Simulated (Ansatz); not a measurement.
Band structure of F2 (C2/c, 4 atoms in the cell).

```xyz
4
Lattice="2.5563 -1.5840 0.0000 2.5563 1.5840 0.0000 -0.5621 0.0000 6.5977" Properties=species:S:1:pos:R:3 pbc="T T T"
F      3.5269     0.5061     3.9452
F      1.0236    -0.5061     2.6525
F      0.7426     0.5061     5.9514
F      3.8079    -0.5061     0.6463
```

Method: PBEsol, default PAW files made with PBE (plane waves; Ansatz, a first-principles code).

Settings: kpoints.mp_grid.grid = 10 10 4; hamiltonian.xc = pbesol; hamiltonian.pseudopotentials = {kind: paw} (the program's default PAW files); scf.occupations.method = fixed; kpoints.band_path.npoints = 8.

The starting cell comes from a database of computed structures (which also holds hypothetical and non-ambient phases and stackings), without a prior relaxation at this level.

Problem. Predict the gap along the standard path and the places of the band edges.

Solution. The gap along the path is 2.66 eV, direct at Γ to within 0.01 eV.

Levels in eV from the top of the valence band on the path, bands 11 to 17:
```
point     11     12     13     14    15    16     17
-----  -----  -----  -----  -----  ----  ----  -----
Γ      -0.50  -0.18  -0.06   0.00  2.66  3.78   9.79
Y      -1.00  -0.65  -0.31  -0.17  2.96  3.69  14.74
F      -0.74  -0.53  -0.51  -0.36  3.21  3.44  15.03
L      -0.62  -0.62  -0.45  -0.45  3.33  3.33  15.11
I      -0.48  -0.48  -0.33  -0.33  3.32  3.32  15.66
```

Keys are those of Ansatz 0.2.
